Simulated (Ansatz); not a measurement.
Hf2SnC (P6₃/mmc, No. 194, 8 atoms in the cell; start mp-4893), treated with PBEsol in Ansatz (PAW).

Settings: plane-wave cutoff 520 eV, 18×18×4 k mesh (along the axes of the cell as run), Fermi–Dirac smearing 0.05 eV, scalar-relativistic PAW data made under PBE.

Cell (relaxed at this level):

Space group P6₃/mmc (No. 194); a = b = 3.303 Å, c = 14.363 Å, α = β = 90.00°, γ = 120.00°

```json
[
 {"atom": "Hf", "site": "4f", "symmetry": "3m.", "x": "0.3333", "y": "0.6667", "z": "0.0849"},
 {"atom": "Sn", "site": "2d", "symmetry": "-6m2", "x": "0.6667", "y": "0.3333", "z": "0.2500"},
 {"atom": "C", "site": "2a", "symmetry": "-3m.", "x": "0.0000", "y": "0.0000", "z": "0.0000"}
]
```

### Question
Predict the bulk modulus B0.

### Answer

- bulk modulus B0 = 149 GPa

The run finds no gap.

Note: the bulk modulus is −V dP/dV from two relaxed cells at ±2 % in volume; the relaxation could not lower the start's symmetry, so the cell can be a saddle point above a distorted one.

Spin–orbit coupling is not included; it can open a gap where bands touch, and shift volumes and moduli.

The computed numbers hold no vibrational or temperature effects.

A start named mp-… is a Materials Project structure, which need not be a measured phase.

Ansatz is a first-principles code.
